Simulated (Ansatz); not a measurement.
The starting structures come from a database of crystals and need not be the phases stable at ambient conditions.

## Evanescent states of CsTlF3 (Fm-3m, not sure to be the ambient phase, 10 atoms a cell, 21.8 Å³ an atom) along the normal of (110)

The numbers are results of r2SCAN (plane waves, PAW; Ansatz, a program for electronic structure), not measurements.

The gap is the functional's own. No spin-orbit coupling. Mid-gap values are interpolated on the energy grid.

Energies count from the valence-band top; κ is the least over a 6×4 mesh across the current.

```tsv
E (eV)	κ (1/Å)	where
0.07	0.108	off Γ
0.20	0.182	off Γ
0.33	0.229	off Γ
0.46	0.264	off Γ
0.58	0.293	off Γ
0.71	0.318	off Γ
0.84	0.318	off Γ
0.97	0.316	off Γ
1.10	0.312	off Γ
1.24	0.307	off Γ
1.36	0.300	off Γ
1.50	0.291	off Γ
1.62	0.279	off Γ
1.75	0.265	off Γ
1.89	0.248	off Γ
2.02	0.227	off Γ
2.15	0.200	off Γ
2.27	0.164	off Γ
2.40	0.108	off Γ
```

Problem. How thick must the barrier be to attenuate the transmission by 10^6 when the electrodes' Fermi level lies at 1.75 eV, and what attenuation does that film give at 1.62 eV?

Solution. d = 6 ln 10 / (2 × 0.265) = 26.1 Å. At 1.62 eV it gives 6 × 0.279/0.265 = 6.3 decades.
